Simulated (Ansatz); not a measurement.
The parent structure is Rh in the fcc (Cu type) structure (space group Fm-3m, No. 225; a = 3.7816 Å; relaxed with 0.1 eV smearing). Axes: x, y, z lie along the cube axes.

The values are results of PBEsol (Ansatz, an electronic-structure program), no SOC, not measurements.

Base values:

The shortest interatomic distance is 267.4 pm.

Perturbation: a pure shear with ε_xy = ε_yx = 0.0143; the atoms relax in the strained cell.

Problem. How does this affect the stress, energy relative to the base and shortest interatomic distance?

Solution. The stress (xx, yy, zz, yz, xz, xy; compression positive) comes out as (0.5, 0.5, 0.0, 0.0, 0.0, -6.0) GPa; the energy increases by 7.2 meV/atom; the shortest interatomic distance decreases by 3.8 pm to 263.6 pm.

Stability against distortions was not tested. The final runs are not spin-polarised.
